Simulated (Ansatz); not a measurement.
Consider BeSe in the zinc blende structure (space group F-43m, No. 216; a = 5.129 Å). Axes: x, y, z lie along the cube axes.

All numbers come from DFT with PBEsol, PAW potentials and a 420 eV plane-wave cutoff in Ansatz (an electronic-structure program), scalar-relativistic without spin-orbit coupling, earlier PAW set.

Before the change:

```
Quantity                               Value
---------------------  ---------------------
Valence-band top at Γ    0.00, 0.00, 0.00 eV
Valley order           X along ⟨100⟩ 2.47 eV
```

It is then changed as follows: the symmetric strain tensor [-0.0079 0.0073 0.0050; 0.0073 -0.0058 -0.0101; 0.0050 -0.0101 0.0114], atoms relaxed at fixed cell.

What happens to the valence-band top at Γ?

The valence-band top at Γ (three highest levels, from the VBM) changes from 0.00, 0.00, 0.00 eV to 0.00, -0.15, -0.24 eV.

What does the calculation give for the valley order after the change?

The valley order (the lowest conduction-band minima on the path, energy above the VBM, named in the base's zone) becomes X along [100] 2.27 eV; X along [010] 2.29 eV; X along [001] 2.41 eV (base: X along ⟨100⟩ 2.47 eV).

The levels and masses belong to the bands next to the band gap. Stability against distortions was not tested.
